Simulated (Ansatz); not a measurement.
**GaSb: tensor shear ε_xy = +0.86 %**

The parent structure is GaSb in the zinc blende structure (space group F-43m, No. 216; a = 6.111 Å). Axes: x, y, z lie along the cube axes.

Perturbation: tensor shear ε_xy = +0.86 % (engineering shear γ = 0.0172), atoms relaxed at fixed cell.

Level of theory: PBEsol (Ansatz, a program for electronic structure, PAW, spin-orbit coupling left out). k-mesh 13×13×13 (Γ-centred); smearing 0.05 eV (Fermi–Dirac).

- Volume per atom: 28.53 Å³ (base 28.53 Å³)
- Energy relative to the base (free energy F): +1.0 meV/atom
- Pressure (mean of the normal stresses, compression positive): 0.0 GPa (base 0.0 GPa)
- Band gap: zero (base zero)
- Stress (xx, yy, zz, yz, xz, xy; compression positive): (0.0, 0.0, 0.0, 0.0, 0.0, -0.7) GPa (rough)

Final structure:

```
GaSb
1.0
    0.02628     3.05573     3.05573
    3.05573     0.02628     3.05573
    3.08201     3.08201     0.00000
Ga Sb
1 1
Direct
  0.00127   0.00127   0.99873
  0.24873   0.24873   0.25127
```

Cost of the whole job for the changed cell (relaxation, final SCF and bands): about 80 core-seconds (a rough figure).

Without a gap, meshes like the base's 13×13×13 leave anisotropic stresses uncertain by several tenths of a GPa, and small strain energies with them. With Sb present, leaving out spin-orbit coupling can change the band edges. The cells carry an imposed strain or load. Stability against distortions was not tested. The final runs are not spin-polarised. Gaps under 0.05 eV, about the width of the smearing, are given as zero. A zero or small gap of GaSb can be the functional's error rather than a property of the material.
